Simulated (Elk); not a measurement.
Elk run on Al2Pt (Fm-3m, 3 atoms in the cell): self-consistent single point.

Level of theory: LDA (PW92), all-electron FP-LAPW, Elk's shipped species files, default APW+lo basis (Elk).

```
CELL_PARAMETERS angstrom
      0.00000     2.98486     2.98486
      2.98486     0.00000     2.98486
      2.98486     2.98486     0.00000
ATOMIC_POSITIONS crystal
  Al 0.25000 0.25000 0.25000
  Al 0.75000 0.75000 0.75000
  Pt 0.00000 0.00000 0.00000
```

Reference input (self-consistent single point, DFT, PBE, all-electron FP-LAPW, Elk's shipped species files, default APW+lo basis): xctype = 20; stype = 0; swidth = 0.00499791 Ha; ngridk = 7 7 7; rmtscf = 0.92; maxscl = 100. This run's input differs from it in these lines:

```diff
@@ -2,5 +2,2 @@
   0
-
-xctype
-  20
```

Log, with long lists cut:

```
│ Self-consistent loop started │
│ Loop number : 1 │
 total energy                :     -18899.3604689
│ Loop number : 2 │
 total energy                :     -18900.3840845
RMS change in Kohn-Sham potential (target) :   0.2015766075     (  0.1000000000E-05)
Absolute change in total energy (target)   :    1.023615692     (  0.1000000000E-03)
│ Loop number : 3 │
 total energy                :     -18909.9848413
RMS change in Kohn-Sham potential (target) :   0.1166357442     (  0.1000000000E-05)
Absolute change in total energy (target)   :    9.856660672     (  0.1000000000E-03)
│ Loop number : 4 │
   [... lines left out ...]
Absolute change in total energy (target)   :   0.3162976900E-03 (  0.1000000000E-03)
│ Loop number : 13 │
 total energy                :     -18920.3751687
RMS change in Kohn-Sham potential (target) :   0.2223504875E-06 (  0.1000000000E-05)
Absolute change in total energy (target)   :   0.1812760820E-03 (  0.1000000000E-03)
│ Loop number : 14 │
 total energy                :     -18920.3751275
RMS change in Kohn-Sham potential (target) :   0.1989619651E-06 (  0.1000000000E-05)
Absolute change in total energy (target)   :   0.8654098929E-04 (  0.1000000000E-03)
Convergence targets achieved

│ Loop number : 15 │

Energies :
 Fermi                       :     0.259866271731
 total energy                :     -18920.3751403

Density of states at Fermi energy :    49.46427226
 (states/Hartree/unit cell)

Estimated indirect band gap :   0.3335489484E-02
 from k-point     10 to k-point     18
Estimated direct band gap   :   0.2812363475E-01
 at k-point     10

Charges :
 core                        :    56.00000000
 valence                     :    48.00000000
 interstitial                :    5.134932920
 muffin-tins (core leakage)
  species :    1 (Al)
   atom    1                 :    10.91666829     (  0.1241313859E-02)
   atom    2                 :    10.91666829     (  0.1241313859E-02)
  species :    2 (Pt)
   atom    1                 :    77.03173049     (  0.5147951325E-03)
 total in muffin-tins        :    98.86506708
 total calculated charge     :    103.9803693
 total charge                :    104.0000000
 error                       :   0.1963068774E-01

│ Self-consistent loop stopped │
```

The run converged in 15 iterations. The count includes the last loop, which Elk runs after its targets are met. 

The starting cell comes from a database of computed structures (which also holds hypothetical and non-ambient phases and stackings), without a prior relaxation at this level. Its lattice was rescaled by a random factor within 2.5 % of one. Spin-orbit coupling is off. Spin polarisation is off. Values depend on the basis (sphere radii, cutoffs, local orbitals), which need not be converged. The log's line on a gap gives a spacing of levels on this mesh, which the program prints for metals too.
